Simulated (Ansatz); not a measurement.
Take KZnF3 in the cubic perovskite structure (space group Pm-3m, No. 221; a = 4.127 Å) as the base.

All numbers come from Ansatz (an electronic-structure program) PBE, no spin-orbit coupling.

Before the change:

```
Item       Result
--------  -------
Band gap  3.71 eV
```

The change: the cell is scaled by 0.9760 in all directions; the atoms relax in the strained cell.

Task: What does the calculation give for the energy relative to the base and band gap after the change?

Result: The energy goes up by 17 meV/atom; the band gap rises by 0.192 eV to 3.91 eV.

No phonon test of stability was made. Many cubic perovskites are stable only at high temperature; tilts and polar distortions were not tested.
